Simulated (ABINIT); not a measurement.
Band structure of PbSe (Fm-3m, 2 atoms in the cell).

```xyz
2
Lattice="0.0000 3.0600 3.0600 3.0600 0.0000 3.0600 3.0600 3.0600 0.0000" Properties=species:S:1:pos:R:3 pbc="T T T"
Pb     0.0000     0.0000     0.0000
Se     3.0600     3.0600     3.0600
```

Level of theory: PBE, norm-conserving pseudopotentials (PseudoDojo nc-sr-05 PBE standard) (plane waves; ABINIT).

Settings: pseudos = [Pb.upf, Se.upf]; ecut = 43 Ha; ixc = 11; occopt = 3; tsmear = 0.00036749 Ha; ngkpt = 6 6 6; nshiftk = 1; shiftk = 0 0 0; potentials = PseudoDojo nc-sr-05 PBE standard; kptopt = 1; nstep = 60; toldfe1 = 1e-09 Ha; ndtset = 2.

The starting cell has typed, rounded lattice constants, without a prior relaxation at this level. Spin-orbit coupling is off.

**Question.** Predict the gap along the standard path and the places of the band edges.

**Answer.** The gap along the path is 0.29 eV, direct at L to within 0.01 eV.

Levels in eV from the top of the valence band on the SCF mesh, bands 12 to 19:
```json
[
 {"point": "Γ", "12": "-6.31", "13": "-1.88", "14": "-1.88", "15": "-1.88", "16": "4.71", "17": "4.71", "18": "4.71", "19": "6.53"},
 {"point": "X", "12": "-7.39", "13": "-4.99", "14": "-3.24", "15": "-3.24", "16": "3.70", "17": "5.60", "18": "5.60", "19": "6.04"},
 {"point": "W", "12": "-8.02", "13": "-4.23", "14": "-4.23", "15": "-0.80", "16": "1.89", "17": "4.95", "18": "4.95", "19": "7.73"},
 {"point": "K", "12": "-8.04", "13": "-4.58", "14": "-2.73", "15": "-2.40", "16": "3.39", "17": "4.01", "18": "5.44", "19": "5.83"},
 {"point": "L", "12": "-8.81", "13": "-1.47", "14": "-1.47", "15": "0.00", "16": "0.29", "17": "1.70", "18": "1.70", "19": "8.56"},
 {"point": "U", "12": "-8.04", "13": "-4.58", "14": "-2.73", "15": "-2.40", "16": "3.39", "17": "4.01", "18": "5.44", "19": "5.83"}
]
```
